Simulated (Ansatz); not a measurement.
The starting structures come from a database of crystals and need not be the phases stable at ambient conditions.

Inside the gap of an insulator the Bloch states are evanescent, with a wavenumber k + iκ along the transport direction.

Here is the system:

```
YFO
1.0
    3.79571     0.00000     0.00000
    0.00000    18.88989     0.00000
    1.89785     6.29663     1.09573
Y O F
2 2 2
Cartesian
  0.00000   4.88171   0.00000
  0.00000  14.00818   0.00000
  0.00000   7.15611   0.00000
  0.00000  11.73378   0.00000
  0.00000  16.42432   0.00000
  0.00000   2.46557   0.00000
```

Space group of this cell: R-3m. The cell is taken as given; by PBEsol its mean pressure is -2.4 GPa.

Transport runs along the normal of the first two printed cell vectors, the (100) plane of the conventional cell.

No gap correction and no spin-orbit coupling; mid-gap values are interpolated between computed energies.

**Question.** Compute, with PBEsol run with Ansatz (an electronic-structure program), the band gap and the smallest decay constant κ at mid-gap.

**Answer.** Gap 4.93 eV on a 26×26×26 mesh; κ = 0.443 1/Å, at the zone centre.
